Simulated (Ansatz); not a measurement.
Bond-angle distributions (per cent of the angles at each element, bins of 10°) of a relaxed model of amorphous Si24O36 at 2.37 g/cm³. Calculation: PBE, scalar-relativistic without spin-orbit coupling (plane waves to 420 eV, PAW; Ansatz, a quantum-chemistry and plane-wave program). The usual formal charges leave 24 electrons over, so the level spacing at the Fermi energy parts defect or band states and needn't be the band gap.

The cell was made by melting and quenching with the CHGNet potential and then relaxed with DFT. O atoms were pushed apart under 1.9 Å during the dynamics, to hinder bonds among them. The hot cell started wider than the set density and was brought back towards it in steps. It is the lowest in DFT energy of 2 quenches. It is a model cell: composition and starting density were chosen by hand, and all elements were melted together. No dispersion term was used. Its density started from a set value of 2.35 and ended at 2.37 g/cm³. The simulated quench (nominally 390 K/ps over its main leg) is rapid and tends to freeze in more defects than a deposited or slowly cooled glass has. A cell of this size samples the disorder only roughly. Volume and shape were free in the relaxation.

Cut-offs for bonds: Si-Si 2.60 Å, Si-O 2.16 Å, O-O 1.58 Å. Two cations that share two anions don't count as bonded, nor two that share one unless they lie closer than Si-Si 2.38 Å.

```tsv
angle (°)	at Si	at O
50-60	0	0
60-70	0	0
70-80	2	0
80-90	2	2
90-100	9	2
100-110	46	0
110-120	32	18
120-130	8	22
130-140	1	20
140-150	1	18
150-160	0	10
160-170	1	8
170-180	0	0
```

They go with these counts of neighbours within the cut-offs, cation contacts included: Si mean 3.8, most often 4; O mean 2.1, most often 2.
